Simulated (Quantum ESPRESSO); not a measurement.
**Variants of one calculation on KTaO₃ (Pm-3m, 5 atoms in the cell)**

```
KTaO3
1.0
    3.94814     0.00000     0.00000
    0.00000     3.94814     0.00000
    0.00000     0.00000     3.94814
K Ta O
1 1 3
Cartesian
  1.97407   1.97407   1.97407
  0.00000   0.00000   0.00000
  0.00000   1.97407   0.00000
  1.97407   0.00000   0.00000
  0.00000   0.00000   1.97407
```

Base run A: PBE, GBRV 1.5 ultrasoft (PBE) pseudopotentials (Quantum ESPRESSO), self-consistent single point.

Its settings: ecutwfc = 40 Ry; ecutrho = 320 Ry; occupations = smearing; smearing = gaussian; degauss = 0.000734986 Ry; potentials = {K: k_pbe_v1.4.uspp.F.UPF, Ta: ta_pbe_v1.uspp.F.UPF, O: o_pbe_v1.2.uspp.F.UPF}; K_POINTS = automatic 7 7 7 0 0 0; conv_thr = 1e-09 Ry; mixing_beta = 0.4.

The starting cell comes from a database of computed structures (which also holds hypothetical and non-ambient phases and stackings), without a prior relaxation at this level. Its lattice was rescaled by a random factor within 2.5 % of one. Spin polarisation is off. In the base run, with a pressure of about 12 GPa the cell is away from its equilibrium volume at this level.

ΔF is the free energy per atom less that of run A. A dash stands where there is no value to compare (another energy zero or no entropy term, no result, no spin, no clean gap, or a mesh too coarse for one). Absolute energies have different zeros for different potentials, functionals, Hubbard and dispersion terms and are not compared across them.

```csv
run,change,ΔF (meV/atom),pressure (GPa),k-points
A,base,0.00,11.76,20
B,lattice scaled by 0.985,64.5,23.94,20
C,nbnd: default → 52,0.00,11.76,20
D,HUBBARD: default → atomic; U Ta-5d 2 eV [PBE+U],–,11.24,20
E,nosym: default → true,0.00,11.76,172
F,conv_thr: 1e-09 Ry → 7.3e-14 Ry,0.00,11.76,20
G,ecutrho: 320 Ry → 120 Ry,-1.36,11.78,20
H,vdw_corr: default → grimme-d3; dftd3_version: default → 4; dftd3_threebody: default → true [PBE-D3(BJ) with three-body term],–,8.93,20
I,mixing_beta: 0.4 → 0.2; mixing_mode: default → TF,0.00,11.76,20
J,conv_thr: 1e-09 Ry → 1e-13 Ry,0.00,11.76,20
```

Run D against A: The pressure goes from 11.76 to 11.24 GPa.

Run G against A: The free energy drops by 1.4 meV/atom and the pressure moves little (11.76 to 11.78 GPa).
